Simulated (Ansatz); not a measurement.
Structure of amorphous Si₂₄O₅₁Ga₂ (periodic cell):

```xyz
77
Lattice="10.7647 -0.3376 0.3750 -0.3376 10.6437 0.2346 0.3750 0.2346 10.0479" Properties=species:S:1:pos:R:3 pbc="T T T"
Si     2.6641     2.9681     0.1881
Si     0.3657     2.6367     5.6840
Si     4.5196     8.6712     2.9147
Si     5.8000     8.4455    10.2149
Si     1.3958     0.9131     1.5266
Si     5.8631     6.0164     3.7228
Si     7.5896     6.7614     1.4469
Si    -0.1414     9.4608     0.4544
Si     7.6518     5.2447     5.8897
Si     2.1326    10.1867     4.2110
Si    10.5342     6.6760     2.1904
Si     9.8645     2.9506     8.7437
Si     5.9596     3.1580     4.6392
Si     9.1694     8.9436     8.5389
Si     2.2742     1.6603     7.5696
Si     6.7722     7.2717     7.7864
Si     6.3914     9.9290     6.0845
Si     6.9416     0.4470     3.2103
Si     0.1578     4.6090     0.2015
Si     8.0849     4.1496     0.5017
Si     9.4251     0.8148     1.2654
Si     7.1514     0.2112     8.6063
Si     0.2196    10.4927     6.2801
Si     4.3006     0.9983     5.7316
O      6.8526     1.6214     9.2765
O      7.2954     3.7010     5.4356
O      1.8339     2.7498     6.4192
O      9.7029     9.2577     7.0311
O      5.6637     9.8492     9.4156
O      0.3282     4.3411     8.7047
O      1.2943     9.5596     5.4719
O      2.3860     2.4667     8.9464
O      1.3617    -0.0380     0.1697
O      5.7034     7.2900     9.0431
O      9.4900     3.8081     1.3238
O      6.3998     5.9770     2.2091
O     10.7664     1.4411     1.9866
O      0.3090     3.6896     4.4704
O     10.9009     0.7859     5.4846
O      0.1576     6.1996     0.4527
O      3.1033     9.0804     3.5608
O      8.3599     5.9778    10.3043
O      3.6791     0.9177     7.2325
O      5.2302     4.5158     4.0213
O      5.5079    10.0063     2.8393
O      2.7193     1.8586     1.3992
O      8.4973     3.8067     9.0036
O      9.2500     5.4340     6.0807
O      9.3100     9.8469     1.4649
O      6.9152     8.1267     0.8854
O      8.2801    10.1846     9.1107
O      6.2700     1.8996     3.6258
O      9.9609     2.5112     7.2001
O      1.1440     0.4705     7.4604
O      4.8430    10.2908     5.7269
O      0.3417     6.3467     3.1684
O      6.8120     3.4932     1.2408
O     10.4525     8.6398     9.5144
O      9.8160     1.7036     9.8065
O      4.9614     7.3765     3.8389
O      1.0944    10.6550     3.0817
O      6.8041     5.7481     7.2016
O      0.4899     8.4222     1.5237
O      8.2597     7.6279     8.3276
O      8.9195     6.9704     2.3527
O      4.5163     3.7564     9.9090
O      7.1250     0.3717     6.9877
O      3.2209     0.8959     4.5133
O      8.0388     0.9303     2.1062
O      6.4361     8.3904     6.6209
O      1.6242     4.1165     0.6937
O      4.9715     2.4796     5.7305
O      7.1575     6.2253     4.6822
O      7.2590    10.2950     4.7359
O      4.3183     8.1494     1.3616
Ga     6.0920     2.9711    10.0955
Ga    10.4277     4.9971     4.8166
```

All values below come from PBE, scalar-relativistic without spin-orbit coupling (plane waves to 420 eV, PAW; Ansatz, a first-principles code).

A CHGNet melt-quench gave the starting glass, which DFT then relaxed. O atoms were pushed apart under 1.9 Å during the dynamics, to hinder bonds among them. The hot cell started wider than the set density and was brought back towards it in steps. It is the lowest in DFT energy of 2 quenches. It is a model cell: composition and starting density were chosen by hand, and all elements were melted together. No dispersion term was used. Its density started from a set value of 2.36 and ended at 2.36 g/cm³. Cooling (nominally 320 K/ps over its main leg) ran many orders faster than in experiment, which tends to leave more defects and strain. A cell of this size samples the disorder only roughly. The volume was held where the preparation left it and the shape relaxed, at a PBE pressure of 3.5 GPa. Stress components on the final sampling reach 3.5 GPa.

Bonds are counted up to Si-Si 2.60 Å, Si-O 1.90 Å, Si-Ga 2.56 Å, O-O 1.58 Å, O-Ga 2.26 Å, Ga-Ga 2.68 Å. Two cations that share two anions don't count as bonded, nor two that share one unless they lie closer than Si-Si 2.38 Å, Si-Ga 2.49 Å, Ga-Ga 2.61 Å.

Give the coordination numbers, mean bond lengths and angles.


```json
{
 "Mean coordination of Si by anions": "4.00 (24 with 4)",
 "Mean coordination of O": "2.00 (51 with 2)",
 "Mean coordination of Ga by anions": "3.00 (2 with 3)",
 "Mean Si-O bond": "1.633 Å (spread 0.017 Å, 96 counted)",
 "Mean O-Ga bond": "1.770 Å (spread 0.012 Å, 6 counted)",
 "Bond angle at Si": "mean 109.4°, spread 4.7°",
 "Bond angle at O": "mean 130.7°, spread 12.9°",
 "Bond angle at Ga": "mean 120.0°, spread 7.9°"
}
```

List the pairs of like atoms that count as bonded by the rules above.

There are none by these rules.
